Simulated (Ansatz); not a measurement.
An Ansatz (an electronic-structure program) run: hypothetical NiAs type SbAs with a change (Sb → Bi); DFT with r2SCAN, PAW potentials and a 500 eV plane-wave cutoff in Ansatz, no spin-orbit coupling.

Input:

Ansatz 0.2 input:
```yaml
crystal:
  lattice:
    - [4.1133637559, 0, 0]
    - [-2.056681878, 3.5622775076, 0]
    - [0, 0, 7.4055731764]
  atoms:
    - { symbol: As, position: [0, 0, 0] }
    - { symbol: As, position: [0, 0, 0.5] }
    - { symbol: Bi, position: [0.3333333333, 0.6666666667, 0.25] }
    - { symbol: Bi, position: [0.6666666667, 0.3333333333, 0.75] }
basis: { ecutwfc: 500, ecutrho_ratio: 4, xc_grid: 4, fft_grid_basis: typed }
kpoints: { mp_grid: { grid: [13, 13, 7] } }
hamiltonian:
  xc: r2scan
  dispersion: none
  pseudopotentials: { kind: paw }
scf: { occupations: { method: fermi_dirac, width: 0.05 }, convergence: { dr2_threshold: 0.0000000004 } }
output: { forces: true, stress: true }
checkpoint: { write: state.ck, write_every: 1000 }
```

Output (explanatory and most iteration lines left out):

```
Pseudopotential: As, paw, valence charge 15
Pseudopotential: Bi, paw, valence charge 15
Crystal: 4 atoms, lattice volume = 108.513 Å³
Basis set: ecut = 500 eV, 2757 PW (Γ), exchange–correlation on 120×120×240 points (64 copies of the dense FFT grid, shifted against one another)
Bands: 35, of which v1, the nominal top of the filled ones, is band 30 counted from 1 (29 counted from 0)
Symmetry: 24 space group operations
Space group: P63/mmc (ITA 194), of the structure as read, at distance tolerance 4.8e-5 Å
k-points: 84 of 1183
Functional: x = r2scan, c = r2scan; τ floored in thin density (d = 2e-4 eV/Å³)
SCF iter   1: F=—  HF=-34550.668749 eV  |F-HF|=—  |Δ(HF+E_count)|=         —  Δρ=4.58e-3  dr2=3.82e-2  dr2_τ=3.64e-3  ethr=1.77e-3  ⟨swp⟩=7.0  Hψ=12682  notcnv=0
SCF iter   2: F=—  HF=-34550.687934 eV  |F-HF|=—  |Δ(HF+E_count)|=   1.92e-2  Δρ=2.49e-3  dr2=9.85e-3  dr2_τ=1.96e-4  ethr=6.37e-5  ⟨swp⟩=2.0  Hψ=6543  notcnv=0  defer=9
SCF 1 converged in 10 iterations: F = -34550.687969 eV  dr2 = 1.27e-11
SCF converged after 10 iterations
Free energy (F): -34550.687969 eV
Internal energy: -34550.673588 eV  (E = F + TS)
E sigma→0 (E₀):  -34550.680779 eV
Entropy (-TS):   -0.014380 eV (-3.595 meV/atom)
Fermi energy:    10.549199 eV
--- Forces (eV/Å), atoms counted from 1 ---
  atom   1  As     0.00000000     0.00000000     0.00000000
  atom   2  As     0.00000000     0.00000000     0.00000000
  atom   3  Bi    -0.00000000    -0.00000000     0.00000000
  atom   4  Bi     0.00000000     0.00000000     0.00000000
--- Stress (GPa, compression-positive) ---
       -0.181436       0.000000       0.000000
        0.000000      -0.181436       0.000000
        0.000000       0.000000       0.197031
  P = ⅓ Tr σ = -0.0553 GPa (-0.553 kbar)
```

Stability against distortions was not tested. All final runs are without spin polarisation. The cell was made from SbAs by this change: Sb → Bi; the result is a hypothetical phase, not in the database extracts checked.
